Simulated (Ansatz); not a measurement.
We consider LiF (model structure, F-43m, No. 216, 2 atoms in the cell), described by HSE06 in Ansatz (plane waves, PAW).

Numerical settings: plane-wave cutoff 460 eV, 10×10×10 k mesh, Fermi–Dirac smearing 0.01 eV, scalar-relativistic PAW data made under PBE.

The cell is the one relaxed with PBEsol. Conventional cell: a = 4.3112 Å, b = 4.3112 Å, c = 4.3112 Å, α = 90.00°, β = 90.00°, γ = 90.00°.

```xyz
2
Lattice="0.0000 2.1556 2.1556 2.1556 0.0000 2.1556 2.1556 2.1556 0.0000" Properties=species:S:1:pos:R:3 pbc="T T T"
Li     0.0000     0.0000     0.0000
F      1.0778     1.0778     1.0778
```

Q: List the 5 lowest band energies at Γ above −25 eV (eV, relative to the valence band maximum), grouping those that round alike.

A: At Γ: -20.87, 0.00 (×3), 10.02.

Note: the run warned that its exchange threshold was loose for the stress; the relaxation could raise the start's symmetry but not lower it, so the cell can be a saddle point.

A model structure was made by putting elements into a prototype or built by hand; it is no filed structure, need not be a known phase, and can be a saddle point held by its symmetry.

Ansatz is a quantum-chemistry and plane-wave program.
